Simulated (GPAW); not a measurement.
Converging the plane-wave cutoff: Cu3Pd (P4mm, 4 atoms in the cell)

```
Cu3Pd
1.0
    3.68295     0.00000     0.00000
    0.00000     3.68295     0.00000
    0.00000     0.00000     3.68295
Cu Pd
3 1
Direct
  0.01358   0.50000   0.50000
  0.50000   0.00000   0.50000
  0.50000   0.50000   0.00000
  0.00000   0.00000   0.00000
```

Method of the run: LDA (Perdew-Wang 92), GPAW PAW datasets LDA (gpaw-data 1.0.1) (plane waves; GPAW).

Base settings: mode = pw; ecut = 850 eV; xc = LDA; kpts = 3 3 3; mesh shift (steps) = 0 0 0; occupations.name = fermi-dirac; occupations.width = 0.1 eV; nbands = -10; symmetry.symmorphic = false; symmetry.tolerance = 0.0005.

The second cell is the first with its lattice scaled by 0.98.

The mesh stays at the base's, so the ladder's end is converged at best in this setting alone.

Only quantities that move along the ladder and can be compared are tabulated.

The count of work is k-points × plane waves × bands × iterations; it is no time. 

The starting cell comes from a database of computed structures (which also holds hypothetical and non-ambient phases and stackings), without a prior relaxation at this level. Its lattice was rescaled by up to half a per cent. One atom was moved a little off its site on purpose. Spin polarisation is off. In the base run, with a pressure of about -9 GPa the cell is away from its equilibrium volume at this level. Without a gap this mesh is coarse (it stands for a supercell whose shortest vector is 11 Å).

| ecut | free energy less the last step's (meV/atom) | energy of the compressed cell less the first (meV/atom) | pressure (GPa) | largest difference of a force vector from the last step's (eV/Å) | count of work / last |
|---|---|---|---|---|---|
| 300 eV | 327.11 | -15.14 | -11.58 | 0.008 | 0.050 |
| 340 eV | 261.79 | -15.42 | -14.53 | 0.008 | 0.067 |
| 380 eV | 177.16 | -16.35 | -15.45 | 0.008 | 0.077 |
| 425 eV | 99.28 | -17.06 | -13.71 | 0.006 | 0.088 |
| 470 eV | 53.15 | -15.04 | -10.81 | 0.005 | 0.085 |
| 510 eV | 39.06 | -15.42 | -9.21 | 0.008 | 0.11 |
| 595 eV | 35.47 | -15.54 | -8.63 | 0.004 | 0.16 |
| 680 eV | 27.04 | -15.55 | -9.30 | 0.002 | 0.19 |
| 765 eV | 13.97 | -15.86 | -9.30 | 0.001 | 0.24 |
| 850 eV | 5.10 | -15.50 | -8.89 | 0.001 | 0.28 |
| 935 eV | 1.44 | -15.39 | -8.61 | 0.001 | 0.28 |
| 1020 eV | 0.31 | -15.43 | -8.45 | 0.003 | 0.34 |
| 1150 eV | 0.02 | -15.43 | -8.41 | 0.002 | 0.40 |
| 1275 eV | 0.00 | -15.43 | -8.42 | 0.010 | 0.45 |
| 1490 eV | 0.00 | -15.43 | -8.41 | 0.010 | 0.60 |
| 1700 eV | 0.00 | -15.43 | -8.41 | 0.009 | 0.73 |
| 2040 eV | 0.00 | -15.43 | -8.42 | 0.000 | 1.0 |

Coarsest ecut that holds the free energy within 1 meV/atom of the last step, with all finer ones: 1020 eV, at 0.34 of the last step's count of work; the step before is off by 1.4 meV/atom.

Coarsest ecut that holds the pressure within 0.1 GPa of the last step, with all finer ones: 1020 eV, at 0.34 of the last step's count of work; the step before is off by 0.19 GPa.

Coarsest ecut that holds the forces within 0.005 eV/Å: not settled: the last two steps still differ by 0.009 eV/Å, over half the tolerance, so the ladder does not show it.

The energy difference between the two cells stays within 1 meV/atom of the last step's from 470 eV on, the total only from 1020 eV on: much of the error is common to both cells and cancels.

At the lowest cutoff the pressure lies 3.2 GPa under the last step's, the usual sign of Pulay stress in an incomplete plane-wave basis.
